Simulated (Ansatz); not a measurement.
**LiF: biaxial strain +0.40 %, plane normal [001], relaxed out of plane**

The reference is LiF in the rock salt structure (space group Fm-3m, No. 225; a = 3.990 Å). Axes: x, y, z lie along the cube axes.

Perturbation: tensile biaxial strain of 0.40 % in the plane normal to [001], as in epitaxy on a mismatched substrate; the out-of-plane cell vector and the atoms relax.

Method: r2SCAN (Ansatz, an electronic-structure program; PAW; 500 eV plane waves; no SOC). k-mesh 14×14×14 (Γ-centred); smearing 0.05 eV (Fermi–Dirac).

The shortest interatomic distance shrinks by 0.005 Å, from 1.995 Å to 1.990 Å and the energy stays essentially unchanged. The pressure (mean of the normal stresses, compression positive) goes from zero to -0.40 GPa and the band gap shrinks by 0.06 eV (10.33 eV → 10.27 eV). The gap character remains direct at Γ and the electron mass is still 0.88 mₑ (at Γ). The valence-band top at Γ (three highest levels, from the VBM) comes out as 0.00, 0.00, -0.02 eV and the out-of-plane strain amounts to -0.27 %. The mean in-plane stress (compression positive) comes out as -0.6 GPa.

Masses are band curvatures over ±0.01 Å⁻¹ around the edge. Stability against distortions was not tested. Labels are those of the standard path for the cell's own space group.
